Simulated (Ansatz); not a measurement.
End structure of NH3 on the 1x1 (110) surface of 3C silicon carbide (cut with top plane C + Si), one in a 2x2 cell, started at the site 'top C':

Host crystal: 3C silicon carbide, with a band gap (PBE, scalar-relativistic without spin-orbit coupling).

```
CELL_PARAMETERS angstrom
      6.19426     0.00000     0.00000
      0.00000     8.76000     0.00000
      0.00000     0.00000    27.00000
ATOMIC_POSITIONS crystal
  C  0.00000 0.36841 0.35704
  C  0.00000 0.86841 0.35704
  C  0.50000 0.36841 0.35704
  C  0.50000 0.86841 0.35704
  Si 0.25000 0.27125 0.36602
  Si 0.25000 0.77125 0.36602
  Si 0.75000 0.27125 0.36602
  Si 0.75000 0.77125 0.36602
  C  0.25000 0.11854 0.41341
  C  0.25000 0.61854 0.41341
  C  0.75000 0.11854 0.41341
  C  0.75000 0.61854 0.41341
  Si 0.00000 0.99658 0.41191
  Si 0.00000 0.49658 0.41191
  Si 0.50000 0.99658 0.41191
  Si 0.50000 0.49658 0.41191
  C  0.00000 0.37268 0.47117
  C  0.00000 0.87268 0.47117
  C  0.50000 0.37268 0.47117
  C  0.50000 0.87268 0.47117
  Si 0.25000 0.24764 0.47189
  Si 0.25000 0.74764 0.47189
  Si 0.75000 0.24764 0.47189
  Si 0.75000 0.74764 0.47189
  C  0.24983 0.12267 0.52884
  C  0.25035 0.62218 0.52883
  C  0.75027 0.12268 0.52884
  C  0.74979 0.62224 0.52885
  Si 0.00005 0.99652 0.52863
  Si 0.00004 0.49750 0.52784
  Si 0.50007 0.99807 0.52816
  Si 0.50009 0.49718 0.52803
  C  0.00009 0.36861 0.58609
  C  0.00020 0.87036 0.58651
  C  0.50008 0.36944 0.58652
  C  0.50018 0.86930 0.58707
  Si 0.24992 0.24533 0.58832
  Si 0.24911 0.74796 0.58725
  Si 0.75025 0.24532 0.58834
  Si 0.75125 0.74795 0.58731
  C  0.24837 0.11966 0.64314
  C  0.24921 0.61970 0.64400
  C  0.75215 0.11962 0.64316
  C  0.75096 0.61954 0.64402
  Si 0.00024 0.00973 0.64028
  Si 0.00013 0.51912 0.63334
  Si 0.50027 0.02627 0.63410
  Si 0.50006 0.52123 0.63388
  N  0.00195 0.87246 0.69474
  H  0.00542 0.92474 0.72859
  H  0.86921 0.79854 0.69126
  H  0.13275 0.79687 0.69018
```

Slab: 52 atoms, 7.7 Å thick at the start under the adsorbate (thin: gaps and levels are the slab's own); k 3x2x1, smearing 0.01 eV, dipole-corrected; single point; no symmetry held, on the structure that PBE left; no spin, no spin-orbit, no U, no dispersion correction. At the end it is bonded to Si. In PBE it is, or lies within 0.03 eV of, the lowest of the starts that converged; the order may differ at this level.

A negative adsorption energy means that the adsorbate is more stable on the surface than in its reference.

Question: What is the computed change of the step from the bottom to the top vacuum level, against the clean slab (Ansatz (a program for electronic structure) with HSE06, at the PBE geometry)?

Answer: -1.51 eV

Question: Estimate the adsorption energy against NH3(g) at the same level that HSE06, at the PBE geometry returns for this input.

Answer: -2.03 eV
